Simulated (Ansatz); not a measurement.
Take CaO in the rock salt structure (space group Fm-3m, No. 225; a = 4.7948 Å) as the base.

Method: r2SCAN/PAW in Ansatz (an electronic-structure program), no spin-orbit coupling.

For the base:

The electron mass is 1.4 mₑ along k, 0.44 mₑ across (at X) and the pressure is 0.00 GPa. The width of the top valence band is 1.20 eV. The band gap comes out as 4.20 eV.

The change: an isotropic linear strain of −4.84 %, atoms relaxed at fixed cell.

**Question.** What happens to the electron mass, pressure, width of the top valence band and band gap?

**Answer.** The electron mass becomes 1.3 mₑ along k, 0.39 mₑ across (at X) (base: 1.4 mₑ along k, 0.44 mₑ across (at X)); the pressure goes from zero to 24.04 GPa; the width of the top valence band goes up by 0.34 eV (1.20 eV → 1.54 eV); the band gap shrinks by 0.10 eV to 4.10 eV.

Masses are band curvatures over ±0.01 Å⁻¹ around the edge. Along k means along the line from Γ to the band edge. Stability against distortions was not tested.
